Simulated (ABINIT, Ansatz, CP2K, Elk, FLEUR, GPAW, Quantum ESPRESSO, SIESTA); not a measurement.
**One structure in several programs: PtS₂ (P-3m1, 3 atoms in the cell)**

Self-consistent single point.

```yaml
crystal:
  lattice:
    - [1.79106, -3.10221, 0.00000]
    - [1.79106, 3.10221, 0.00000]
    - [0.00000, 0.00000, 5.09998]
  atoms:
    - { symbol: Pt, position: [0.00000, 0.00000, 0.00000] }
    - { symbol: S, position: [0.33333, 0.66667, 0.23000] }
    - { symbol: S, position: [0.66667, 0.33333, 0.77000] }
```

Shared settings, as Ansatz (a quantum-chemistry and plane-wave program) writes them: kpoints.mp_grid.grid = 6 6 4; scf.occupations.method = fermi_dirac; scf.occupations.width = 0.0015 Ry. Potentials and cutoffs stand in the table.

| code | model | pressure (GPa) | largest force (eV/Å) | gap on the mesh (eV) | cutoff |
|---|---|---|---|---|---|
| GPAW | LDA (Perdew-Wang 92), GPAW PAW datasets LDA (gpaw-data 1.0.1) | -3.06 | 0.093 | 0.775 | 600 eV |
| CP2K | LDA (Pade form), GPW, DZVP-MOLOPT-SR-GTH basis, GTH-PADE potentials (GTH_POTENTIALS) | -4.94 | 0.163 | 0.801 | grid 500 Ry |
| ABINIT | LDA (PW92), norm-conserving pseudopotentials (PseudoDojo nc-sr-04 LDA standard) | -2.82 | 0.104 | 0.791 | 42 Ha |
| Elk | LDA (PW92), all-electron FP-LAPW, Elk's shipped species files, APW+lo basis with extra local orbitals | – | – | 0.794 | rgkmax 7.5 |
| Quantum ESPRESSO | LDA (PZ), GBRV 1.5 ultrasoft (LDA) pseudopotentials | -2.99 | 0.124 | 0.794 | 40 Ry |
| SIESTA | LDA PW92, numerical atomic orbitals DZP, PseudoDojo LDA standard norm-conserving potentials (rewritten from UPF to PSML) | -0.18 | 0.698 | 0.702 | grid 300 Ry |
| FLEUR | LDA (Perdew-Zunger), all-electron FLAPW (FLEUR), scalar-relativistic valence | – | – | 0.790 | Kmax 4 1/bohr |
| Ansatz | LDA (PW92), default PAW files made with PBE | -2.66 | 0.121 | 0.790 | default |

A dash marks a value that a program does not give, or that is left out as unsure.

Gaps are read on the mesh.

On Ansatz's run: spin-orbit coupling is off.

The spread over the programs that give each value: pressure within 4.76 GPa; largest force within 0.605 eV/Å; gap on the mesh within 0.099 eV.

CP2K and SIESTA use small atom-centred bases, whose incompleteness enters pressures, forces and empty levels differently from a plane-wave cutoff. Elk and FLEUR treat all electrons, but the usual bases taken here (sphere radii, linearisation, local orbitals, empty states) were not tested for convergence, so the values are no reference for the others. Ansatz's pressure is given at a fixed set of plane waves, as the other plane-wave codes print theirs. The same LDA comes in different parametrisations, which differ slightly. In the pressure, CP2K (by 2.04) and SIESTA (by 2.73) lie more than 1 GPa from the median of the plane-wave programs. In the force vectors, SIESTA (by 0.585) lies more than 0.08 eV/Å from the median of the plane-wave programs.

The starting cell has typed, rounded lattice constants, without a prior relaxation at this level. Its lattice was rescaled by a random factor within 2.5 % of one.

Keys are those of Ansatz 0.2.
